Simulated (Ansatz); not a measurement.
The starting structures come from a database of crystals and need not be the phases stable at ambient conditions.

Inside the gap of an insulator the Bloch states are evanescent, with a wavenumber k + iκ along the transport direction.

Data:

```
CELL_PARAMETERS angstrom
      7.15297     0.00000     0.00000
     -2.24848     7.49040     0.00000
     -1.12424     3.74520     6.03852
ATOMIC_POSITIONS crystal
  Na 0.00000 0.48070 0.03860
  Na 0.50000 0.32769 0.34462
  Na 0.50000 0.01884 0.96232
  Na 0.50000 0.65214 0.69572
  Mg 0.00000 0.84337 0.31326
  Ge 0.05709 0.33051 0.66658
  Ge 0.94291 0.00291 0.66658
  Se 0.23630 0.22820 0.00856
  Se 0.76370 0.76324 0.00856
  Se 0.77839 0.44987 0.64426
  Se 0.22161 0.90587 0.64426
  Se 0.25130 0.59993 0.34982
  Se 0.74870 0.05025 0.34982
```

Space group of this cell: C2. The cell is taken as given; by PBEsol its mean pressure is -1.6 GPa.

Transport runs along the normal of the first two printed cell vectors.

The gap is the functional's own. No spin-orbit coupling. Mid-gap values are interpolated on the energy grid.

**Question.** State the band gap and the smallest decay constant κ at mid-gap according to Ansatz (a program for electronic structure) with PBEsol.

**Answer.** Gap 1.79 eV on a 6×6×6 mesh; κ = 0.176 1/Å, at (0.000, 0.250) of the in-plane reciprocal vectors. At the zone centre, at the nearest computed energy, the slowest state has κ = 0.20 1/Å.
